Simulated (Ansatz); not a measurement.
Several settings converged on LaMg (Pmm2, 4 atoms in the cell)

```yaml
crystal:
  lattice:
    - [5.63232, 0.00000, 0.00000]
    - [0.00000, 3.81286, 0.00000]
    - [0.00000, 0.00000, 5.80638]
  atoms:
    - { symbol: La, position: [0.75000, 0.00000, 0.80171] }
    - { symbol: La, position: [0.25000, 0.00000, 0.20690] }
    - { symbol: Mg, position: [0.25000, 0.50000, 0.69324] }
    - { symbol: Mg, position: [0.75000, 0.50000, 0.30676] }
```

Base method: PBEsol, default PAW files made with PBE (plane waves; Ansatz, a first-principles code).

Base settings: basis.ecutwfc = 420 eV; kpoints.mp_grid.grid = 6 9 6; hamiltonian.xc = pbesol; hamiltonian.pseudopotentials = {kind: paw} (the program's default PAW files); scf.occupations.method = fermi_dirac; scf.occupations.width = 0.1 eV.

The count of work is k-points × plane waves × bands × iterations; it is no time. 

**The width of Fermi-Dirac smearing**

In this ladder: kpoints.mp_grid.grid = 10 15 10.

Narrow widths need finer meshes than wide ones, so the last steps can hold mesh noise.

Only quantities that move along the ladder and can be compared are tabulated; pressure and forces are left out, as mesh noise rules them at narrow widths.

```tsv
scf.occupations.width	free energy less the last step's (meV/atom)	energy extrapolated to zero width less the last step's (meV/atom)
1 eV	-1797.04	-146.71
0.5 eV	-466.97	6.92
0.3 eV	-158.98	7.88
0.2 eV	-65.98	1.73
0.1 eV	-13.02	0.02
0.05 eV	0.00	0.00
```

Widest scf.occupations.width that holds the energy extrapolated to zero width within 0.5 meV/atom of the last step, with all finer ones: 0.1 eV; the step before is off by 1.7 meV/atom.

Widest scf.occupations.width that holds the free energy within 5 meV/atom: not settled: the last two steps still differ by 13 meV/atom, over half the tolerance, so the ladder does not show it.

The extrapolation to zero width removes most of the smearing's effect on the energy.

**The width of Methfessel-Paxton smearing**

In this ladder: kpoints.mp_grid.grid = 10 15 10; scf.occupations.method = methfessel_paxton.

Narrow widths need finer meshes than wide ones, so the last steps can hold mesh noise.

Only quantities that move along the ladder and can be compared are tabulated; pressure and forces are left out, as mesh noise rules them at narrow widths.

| scf.occupations.width | free energy less the last step's (meV/atom) |
|---|---|
| 0.5 eV | 0.82 |
| 0.3 eV | -0.08 |
| 0.2 eV | -0.09 |
| 0.1 eV | -0.12 |
| 0.05 eV | 0.00 |

Widest scf.occupations.width that holds the free energy within 0.5 meV/atom of the last step, with all finer ones: 0.3 eV; the step before is off by 0.82 meV/atom.

**The mesh under tetrahedron occupations**

In this ladder: scf.occupations.method = tetrahedron; scf.occupations.width = default.

Only quantities that move along the ladder and can be compared are tabulated.

| kpoints.mp_grid.grid | free energy less the last step's (meV/atom) | pressure (GPa) | largest difference of a force vector from the last step's (eV/Å) | count of work / last |
|---|---|---|---|---|
| 3 4 3 | 2.69 | -2.08 | 0.059 | 0.021 |
| 3 5 3 | 9.47 | -1.75 | 0.045 | 0.020 |
| 4 6 4 | 0.77 | -1.67 | 0.036 | 0.061 |
| 5 7 5 | 3.16 | -1.72 | 0.011 | 0.058 |
| 6 9 6 | -0.96 | -1.79 | 0.009 | 0.13 |
| 7 11 7 | -0.56 | -1.78 | 0.008 | 0.16 |
| 9 13 9 | -0.11 | -1.77 | 0.004 | 0.28 |
| 11 16 11 | -0.01 | -1.77 | 0.001 | 0.53 |
| 14 20 13 | 0.00 | -1.77 | 0.000 | 1.0 |

Coarsest kpoints.mp_grid.grid that holds the free energy within 0.5 meV/atom of the last step, with all finer ones: 9 13 9, at 0.28 of the last step's count of work; the step before is off by 0.56 meV/atom.

Coarsest kpoints.mp_grid.grid that holds the pressure within 0.2 GPa of the last step, with all finer ones: 3 5 3, at 0.020 of the last step's count of work; the step before is off by 0.31 GPa.

Coarsest kpoints.mp_grid.grid that holds the forces within 0.02 eV/Å of the last step, with all finer ones: 5 7 5, at 0.058 of the last step's count of work; the step before is off by 0.036 eV/Å.

On the base run: the starting cell comes from a database of computed structures (which also holds hypothetical and non-ambient phases and stackings), without a prior relaxation at this level. Its lattice was rescaled by up to half a per cent. One atom was moved a little off its site on purpose. Ansatz's pressure includes its estimate of the finite-basis (Pulay) stress.

Left out of this page: 4 runs of the series outside the window shown, repeating another row's setting, or not comparable; 1 run of the series unsound by tests on forces, stress, charge or solver warnings.

Keys are those of Ansatz 0.2.
